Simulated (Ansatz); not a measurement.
We consider SmC2 (I4/mmm, No. 139; cell taken from a computed entry), described by r²SCAN (PAW; Ansatz, a program for electronic structure).

Numerical settings: plane-wave cutoff 500 eV, 14×14×14 k mesh, Fermi–Dirac smearing 0.05 eV, spin-polarised start, scalar-relativistic PAW data made under PBE.

Computed at the level's own relaxed cell.

**Question.** Give the computed equilibrium volume per atom, lattice constant a and c axis length.

**Answer.** 
- equilibrium volume per atom = 16.30 Å³/atom
- lattice constant a = 3.889 Å
- c axis length = 6.468 Å

Note: the magnetic order was assumed, not searched for or taken from measurement; the relaxation could not lower the start's symmetry, so the cell can be a saddle point above a distorted one; the 4f shell is treated without U or exact exchange, so its levels and filling can be wrong.

Spin–orbit coupling is not included.

The result took very roughly 10 core-minutes.
